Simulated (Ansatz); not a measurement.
Take Al₂O₃ in the corundum structure (space group R-3c, No. 167) as the base.

```yaml
crystal:
  lattice:
    - [2.40441, 1.38819, 4.37462]
    - [-2.40441, 1.38819, 4.37462]
    - [0.00000, -2.77638, 4.37462]
  atoms:
    - { symbol: Al, position: [0.64785, 0.64785, 0.64785] }
    - { symbol: Al, position: [0.14785, 0.14785, 0.14785] }
    - { symbol: Al, position: [0.35215, 0.35215, 0.35215] }
    - { symbol: Al, position: [0.85215, 0.85215, 0.85215] }
    - { symbol: O, position: [0.75000, 0.44383, 0.05617] }
    - { symbol: O, position: [0.05617, 0.75000, 0.44383] }
    - { symbol: O, position: [0.25000, 0.55617, 0.94383] }
    - { symbol: O, position: [0.55617, 0.94383, 0.25000] }
    - { symbol: O, position: [0.94383, 0.25000, 0.55617] }
    - { symbol: O, position: [0.44383, 0.05617, 0.75000] }
```

Cartesian axes are those of the cell as printed.

Computed with PBE in Ansatz (plane waves to 420 eV, PAW, scalar-relativistic without spin-orbit coupling).

One thing is altered: every lattice vector is stretched by 3.00 %, atoms relaxed at fixed cell.

Question: Predict the stress tensor and what it implies for the stiffness.

Answer: Stress of the strained cell less that of the base (GPa, compression positive):
```
 -17.39    0.00    0.00
   0.00  -17.39    0.00
   0.00    0.00  -16.44
```

Then B = −ΔP/(ΔV/V₀) with ΔV/V₀ = 0.0927 gives secant stiffness values (nonlinear terms included at this strain): B (at held cell shape, above the free-shape value) ≈ 184 GPa.

As a check, the harmonic strain energy −½ V₀ Δσ:ε is 42 meV/atom; the computed energy rise is 47 meV/atom.

Whether these cells are dynamically stable was not tested.

Ansatz is a quantum-chemistry and plane-wave program.
